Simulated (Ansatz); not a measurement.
# What isotropic strain +0.62 % does to Ge2Sb2Te5

Consider Ge$_{2}$Sb$_{2}$Te$_{5}$ (space group P-3m1, No. 164; a = 4.294 Å, c = 17.636 Å).

Perturbation: an isotropic linear strain of +0.62 %, atoms relaxed at fixed cell.

The values are results of PBE (Ansatz, a quantum-chemistry and plane-wave program, PAW, no SOC), earlier PAW set, not measurements. Settings: 9×9×2 k-points, 0.05 eV Fermi–Dirac smearing.

* **Volume per atom**: 31.87 Å³ (base 31.28 Å³)
* **Space group**: P-3m1 (No. 164) (base P-3m1 (No. 164))
* **Energy relative to the base (free energy F)**: +0.8 meV/atom
* **Pressure (mean of the normal stresses, compression positive)**: -0.43 GPa (base 0.00 GPa)
* **Band gap**: 0.60 eV (base 0.53 eV)
* **Gap character**: indirect, Γ–M (29 % along) → K–Γ (88 % along) (base indirect, Γ → K–Γ (88 % along))
* **Smallest direct gap**: 0.64 eV (base 0.58 eV)
* **Width of the top valence band**: 0.65 eV (base 0.83 eV)
* **Largest internal atomic displacement**: 0.069 Å

Final structure:

```
CELL_PARAMETERS angstrom
      4.32025     0.00000     0.00000
     -2.16012     3.74144     0.00000
      0.00000     0.00000    17.74526
ATOMIC_POSITIONS crystal
  Te 0.00000 0.00000 0.00000
  Ge 0.66667 0.33333 0.09742
  Ge 0.33333 0.66667 0.90258
  Te 0.33333 0.66667 0.19250
  Te 0.66667 0.33333 0.80750
  Sb 0.00000 0.00000 0.30676
  Sb 0.00000 0.00000 0.69324
  Te 0.66667 0.33333 0.40252
  Te 0.33333 0.66667 0.59748
```

Spin-orbit coupling, missing from the scalar runs, can matter with Sb and Te. Whether these cells are dynamically stable was not tested.
